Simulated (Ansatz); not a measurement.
```
CELL_PARAMETERS angstrom
     24.00000     0.00000     0.00000
      0.00000    24.00000     0.00000
      0.00000     0.00000     6.68318
ATOMIC_POSITIONS crystal
  Si 0.74562 0.50000 0.66656
  Si 0.75457 0.58272 0.83344
  Si 0.76767 0.50000 0.33344
  Si 0.69870 0.64437 0.66656
  Si 0.65733 0.71655 0.83344
  Si 0.73359 0.57590 0.16656
  Si 0.71655 0.65733 0.33344
  Si 0.57590 0.73359 0.66656
  Si 0.50000 0.76767 0.83344
  Si 0.64437 0.69870 0.16656
  Si 0.58272 0.75457 0.33344
  Si 0.42410 0.73359 0.66656
  Si 0.34267 0.71655 0.83344
  Si 0.50000 0.74562 0.16656
  Si 0.41728 0.75457 0.33344
  Si 0.30130 0.64437 0.66656
  Si 0.24543 0.58272 0.83344
  Si 0.35563 0.69870 0.16656
  Si 0.28345 0.65733 0.33344
  Si 0.25438 0.50000 0.66656
  Si 0.24543 0.41728 0.83344
  Si 0.26641 0.57590 0.16656
  Si 0.23233 0.50000 0.33344
  Si 0.30130 0.35563 0.66656
  Si 0.34267 0.28345 0.83344
  Si 0.26641 0.42410 0.16656
  Si 0.28345 0.34267 0.33344
  Si 0.42410 0.26641 0.66656
  Si 0.50000 0.23233 0.83344
  Si 0.35563 0.30130 0.16656
  Si 0.41728 0.24543 0.33344
  Si 0.57590 0.26641 0.66656
  Si 0.65733 0.28345 0.83344
  Si 0.50000 0.25438 0.16656
  Si 0.58272 0.24543 0.33344
  Si 0.69870 0.35563 0.66656
  Si 0.75457 0.41728 0.83344
  Si 0.64437 0.30130 0.16656
  Si 0.71655 0.34267 0.33344
  Si 0.73359 0.42410 0.16656
```

Levels: PBE (plane waves to 420 eV, PAW; Ansatz, an electronic-structure program); r2SCAN (plane waves to 500 eV, PAW; Ansatz). Unmarked values and the geometry are of the first. Mesh 1×1×12. No spin polarisation. Isolated but for its images some 11 Å away. A model structure. Symmetry and one short period hold its shape; lower forms weren't sought. Buckling under compression is shut out by symmetry and the short period.

**Question.** Say what this body is, and give its properties.

**Answer.** (10,0) silicon nanotube. A hypothetical model, rolled from the flat sheet.
```
Item                                                                      Value
---------------------------------------------------------  --------------------
mean diameter                                                           12.32 Å
radii of the innermost and outermost atoms                      5.89 and 6.42 Å
energy over the flat sheet                                         +29 meV/atom
PBE gap                                                    0.18 eV, direct at Γ
electron mass along the axis (PBE)                                      0.23 mₑ
hole mass along the axis (PBE)                                          0.13 mₑ
valence and conduction edges under the vacuum level (PBE)      4.84 and 4.65 eV
r2SCAN gap at this geometry                                             0.26 eV
axial stiffness dF/dε                                                    220 nN
```
